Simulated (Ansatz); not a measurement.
The starting structures come from a database of crystals and need not be the phases stable at ambient conditions.

Tunnelling through a barrier is set by its complex band structure: the current falls as exp(−2κd) with the smallest κ.

Consider the following.

```yaml
crystal:
  lattice:
    - [7.75378, 0.00000, 0.00000]
    - [-0.75008, 7.81760, 0.00000]
    - [0.95258, -0.85341, 3.62443]
  atoms:
    - { symbol: Ti, position: [0.08920, 0.77320, 0.34200] }
    - { symbol: Ti, position: [0.91080, 0.22680, 0.65800] }
    - { symbol: Ti, position: [0.69580, 0.45300, 0.37860] }
    - { symbol: Ti, position: [0.30420, 0.54700, 0.62140] }
    - { symbol: Pb, position: [0.33310, 0.16370, 0.91530] }
    - { symbol: Pb, position: [0.66690, 0.83630, 0.08470] }
    - { symbol: O, position: [0.15110, 0.75490, 0.80190] }
    - { symbol: O, position: [0.84890, 0.24510, 0.19810] }
    - { symbol: O, position: [0.27140, 0.56800, 0.14830] }
    - { symbol: O, position: [0.72860, 0.43200, 0.85170] }
    - { symbol: O, position: [0.00000, 0.00000, 0.50000] }
    - { symbol: O, position: [0.53600, 0.66160, 0.56280] }
    - { symbol: O, position: [0.46400, 0.33840, 0.43720] }
    - { symbol: O, position: [0.88310, 0.65210, 0.38450] }
    - { symbol: O, position: [0.11690, 0.34790, 0.61550] }
    - { symbol: F, position: [0.36280, 0.93820, 0.28770] }
    - { symbol: F, position: [0.63720, 0.06180, 0.71230] }
```

Space group of this cell: C2/m. The cell is taken as given; by r2SCAN its mean pressure is -5.1 GPa.

Transport runs along the normal of the first two printed cell vectors.

The gap is the functional's own, uncorrected, and κ follows it; spin-orbit coupling is left out. Mid-gap values are interpolated between the computed energies.

Task: State the band gap and the smallest decay constant κ at mid-gap according to r2SCAN (Ansatz, a first-principles code).

Result: Gap 2.69 eV on a 8×8×8 mesh; κ = 0.371 1/Å, at (0.500, 0.000) of the in-plane reciprocal vectors. At the zone centre, at the nearest computed energy, the slowest state has κ = 0.43 1/Å.
